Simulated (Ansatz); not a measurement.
## Effect of tensor shear ε_xz = +1.67 % on SiC

The parent structure is SiC in the wurtzite structure (space group P6_3mc, No. 186; a = 3.076 Å, c = 5.048 Å). Axes: x lies along a and z along c of the hexagonal cell.

The change: tensor shear ε_xz = +1.67 % (engineering shear γ = 0.0334); the atoms relax in the strained cell.

Computed with DFT with PBEsol, PAW potentials and a 420 eV plane-wave cutoff in Ansatz (a program for electronic structure), no SOC. Γ-centred 12×12×7 mesh, Fermi–Dirac width 0.05 eV.

The volume per atom stays 10.34 Å³ and the space group goes from P6_3mc (No. 186) to Cc (No. 9). The energy goes up by 5.4 meV/atom and the pressure (mean of the normal stresses, compression positive) hardly moves (0.00 GPa against 0.02 GPa). The band gap shrinks by 0.08 eV, from 2.12 eV to 2.04 eV and the gap character is indirect, Γ → k = (1/3, 1/3, 0) in the run's primitive reciprocal basis. The smallest direct gap remains 3.86 eV and the electron mass changes from 0.26 mₑ along c, 0.43 mₑ across (at K) to 0.26 mₑ along z, 0.43 mₑ across (off the special points). The valence-band top at Γ (three highest levels, from the VBM) goes from 0.00, 0.00, -0.11 eV to 0.00, -0.09, -0.29 eV and the stress (xx, yy, zz, yz, xz, xy; compression positive) amounts to (-0.13, 0.09, 0.10, 0.00, -5.00, 0.00) GPa.

Masses are band curvatures over ±0.01 Å⁻¹ around the edge. Whether these cells are dynamically stable was not tested. Labels are those of the standard path for the cell's own space group.
